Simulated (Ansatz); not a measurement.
Pressure series in SrVO3

Consider SrVO₃ in the cubic perovskite structure (space group Pm-3m, No. 221; a = 3.841 Å; ferromagnetic).

Cell and atoms are relaxed at each pressure.

The values are results of r2SCAN (Ansatz, a quantum-chemistry and plane-wave program, PAW, scalar-relativistic without spin-orbit coupling), not measurements.

```tsv
pressure (GPa)	volume per atom (Å³/atom)
-2	11.449
-1	11.389
0	11.331
3	?
7	10.958
15	10.587
```

### Question
Fit the third-order Birch–Murnaghan form P(V) = (3B₀/2)[(V₀/V)^(7/3) − (V₀/V)^(5/3)]·[1 + (3/4)(B₀′ − 4)((V₀/V)^(2/3) − 1)] (squares taken in P) to the rows shown and predict the withheld row.

### Answer
Least squares on the printed values gives V₀ = 11.331 Å³/atom, B₀ = 198 GPa, B₀′ = 3.3; this predicts 11.165 Å³/atom, and the run gives 11.163 Å³/atom, 0.002 lower.

The magnetic state is the one reached from the starting moments; the real material's order can differ, and small cells can't hold many antiferromagnetic ones. Load acts through the strain it causes; cell and atoms are relaxed under it. No phonon test of stability was made. No other phases were tried under pressure. No Hubbard U is applied, and correlation can decide whether such a compound is a metal.
